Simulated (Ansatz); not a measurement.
Cost and result by functional for the surface energy of the (10-11) surface of hcp Mg in its 1x1 cell, outermost plane spacing 0.41 Å in the ideal cut, in Ansatz (plane waves, PAW). Single points on the PBE structure, on one kind of machine; costs are rough ratios of the slab run's core time (references not counted) to the cheapest single point. r2SCAN's cost holds its higher cutoff (500 against 420 eV). Differences are taken against r2SCAN for comparison alone: no measured value is at hand, so the table doesn't rank accuracy.

Slab: 10 atoms, 10.2 Å thick at the start (thin: gaps and levels are the slab's own); k 12x7x1, smearing 0.1 eV, dipole-corrected; all atoms relaxed; held to the part of the start's symmetry that mesh and held atoms allow; no spin, no spin-orbit, no U. These notes are the PBE run's.

| functional | relative cost | surface energy (J/m²) | less r2SCAN (J/m²) |
|---|---|---|---|
| LDA | 1 | 0.75 | 0.02 |
| PBEsol | 1 | 0.73 | -0.01 |
| RPBE | 1 | 0.60 | -0.14 |
| r2SCAN | 2 | 0.73 | 0.00 |
| PBE (the relaxed run's value) | – | 0.66 | -0.08 |

The values span 0.16 J/m², while the single points' costs differ by a factor of roughly 2. Differences are of unrounded values.

Ansatz is an electronic-structure program.
